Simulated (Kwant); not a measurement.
Model system: quantum point contact (saddle potential) in a Ge (holes) two-dimensional gas. Effective mass 0.06 mₑ, grid spacing 2 nm, hard walls, nominal width 60 nm (29 grid rows, so walls 60 nm apart), one parabolic valley, scattering region 180 nm long along x; energies count from the band bottom; Fermi energy 0.0343 eV. Potential (V0 + ½k y²) cos²(πx/L) for |x| < L/2, with V0 swept from 0.036015 to 0 eV, k = 0.00032 eV/nm², L = 130 nm.

Constants are typed, rounded textbook-type inputs, not results; the design itself was drawn at random and stands for no fabricated device.

Kwant, effective-mass tight-binding model on a square grid, one spin, coherent transport at 0 K. Conductance is in e²/h.

Question: Compare with the saddle-point formula G = Σ 1/(1 + exp(−2π(E − V0 − ħωy(n + ½))/ħωx)), taking ħωy = ħ√(k/m) and ħωx from the curvature along x of V0 plus half of the mode's confinement energy.

Answer: ħωy = 20.2 meV; at V0 = 29.2 meV the lowest mode has ħωx = 7.13 meV.

```
V0 (meV)  formula  simulation
--------  -------  ----------
33.9      0.00033     0.00028
29.2        0.012       0.012
24.5         0.43        0.44
19.8         0.99        0.99
15.1         1.00        1.00
10.4         1.00        1.00
```

The formula takes a parabolic saddle in the continuum; the run has the full potential on a grid.
